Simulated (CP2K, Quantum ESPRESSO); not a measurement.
A CP2K input for a self-consistent single point of CdHgSe₂ (R3m, 4 atoms in the cell) (DFT LDA (Pade form), GPW, DZVP-MOLOPT-SR-GTH basis, GTH-PADE potentials (GTH_POTENTIALS)):

```
&GLOBAL
  PROJECT bulk
  RUN_TYPE ENERGY_FORCE
  PRINT_LEVEL LOW
&END GLOBAL
&FORCE_EVAL
  METHOD Quickstep
  STRESS_TENSOR ANALYTICAL
  &DFT
    BASIS_SET_FILE_NAME BASIS_MOLOPT
    POTENTIAL_FILE_NAME GTH_POTENTIALS
    &QS
      METHOD GPW
      EPS_DEFAULT 1E-10
    &END QS
    &MGRID
      CUTOFF 500
      REL_CUTOFF 50
      NGRIDS 5
    &END MGRID
    &SCF
      SCF_GUESS ATOMIC
      EPS_SCF 1E-6
      MAX_SCF 100
      ADDED_MOS 7
      &DIAGONALIZATION
        ALGORITHM STANDARD
      &END DIAGONALIZATION
      &MIXING
        METHOD BROYDEN_MIXING
        ALPHA 0.2
        NBUFFER 8
      &END MIXING
      &SMEAR ON
        METHOD FERMI_DIRAC
        ELECTRONIC_TEMPERATURE [K] 1160.45
      &END SMEAR
    &END SCF
    &KPOINTS
      SCHEME MONKHORST-PACK 6 6 6
      GAMMA_CENTERED T
    &END KPOINTS
    &XC
      &XC_FUNCTIONAL PADE
      &END XC_FUNCTIONAL
    &END XC
    &PRINT
      &MO
        EIGENVALUES T
        OCCUPATION_NUMBERS T
        NDIGITS 8
        FILENAME mo
        &EACH
          QS_SCF 0
        &END EACH
        ADD_LAST NUMERIC
      &END MO
      &MULLIKEN OFF
      &END MULLIKEN
    &END PRINT
  &END DFT
  &SUBSYS
    &CELL
      A 7.62470100 0.00000000 0.00000000
      B 6.35154800 4.21828300 0.00000000
      C 6.35154800 1.91701100 3.75752200
      PERIODIC XYZ
    &END CELL
    &COORD
      SCALED
      Cd       0.50033000     0.50033000     0.50033000
      Hg       0.99985300     0.99985300     0.99985300
      Se       0.87420300     0.87420300     0.87420300
      Se       0.37560000     0.37560000     0.37560000
    &END COORD
    &KIND Cd
      BASIS_SET DZVP-MOLOPT-SR-GTH-q12
      POTENTIAL GTH-PADE-q12
    &END KIND
    &KIND Hg
      BASIS_SET DZVP-MOLOPT-SR-GTH-q12
      POTENTIAL GTH-PADE-q12
    &END KIND
    &KIND Se
      BASIS_SET DZVP-MOLOPT-SR-GTH-q6
      POTENTIAL GTH-PADE-q6
    &END KIND
  &END SUBSYS
  &PRINT
    &FORCES ON
    &END FORCES
    &STRESS_TENSOR ON
    &END STRESS_TENSOR
  &END PRINT
&END FORCE_EVAL
```

Problem. Give the Quantum ESPRESSO input for the same structure, mesh, smearing and functional.

Solution. This is the input that was run; spellings and numerical settings could be chosen otherwise.

```fortran
&CONTROL
   calculation = 'scf',
   prefix = 'cdhgse2',
   outdir = './out',
   pseudo_dir = './',
   tprnfor = .true.,
   tstress = .true.,
/
&SYSTEM
   ibrav = 0,
   nat = 4,
   ntyp = 3,
   ecutwfc = 40,
   ecutrho = 200,
   occupations = 'smearing',
   smearing = 'fermi-dirac',
   degauss = 0.0073499,
/
&ELECTRONS
   conv_thr = 1.0d-10,
   mixing_beta = 0.7,
/
ATOMIC_SPECIES
Cd   112.4140  cd_lda_v1.uspp.F.UPF
Hg   200.5920  hg_lda_v1.uspp.F.UPF
Se    78.9710  se_lda_v1.uspp.F.UPF
CELL_PARAMETERS {angstrom}
   2.20311281     1.27196778     7.18779900
  -2.20311281     1.27196778     7.18779900
   0.00000000    -2.54393555     7.18779900
ATOMIC_POSITIONS {crystal}
Cd    0.50033000    0.50033000    0.50033000
Hg    0.99985300    0.99985300    0.99985300
Se    0.87420300    0.87420300    0.87420300
Se    0.37560000    0.37560000    0.37560000
K_POINTS {automatic}
6 6 6  0 0 0
```

Basis, cutoffs, solver keys and any potentials are the target program's own. This input uses DFT, LDA (PZ), plane waves, GBRV 1.5 ultrasoft (LDA) pseudopotentials. LDA parametrisations can differ slightly between programs.

The starting cell comes from a database of computed structures (which also holds hypothetical and non-ambient phases and stackings), without a prior relaxation at this level. Its lattice was rescaled by a random factor within 2.5 % of one.
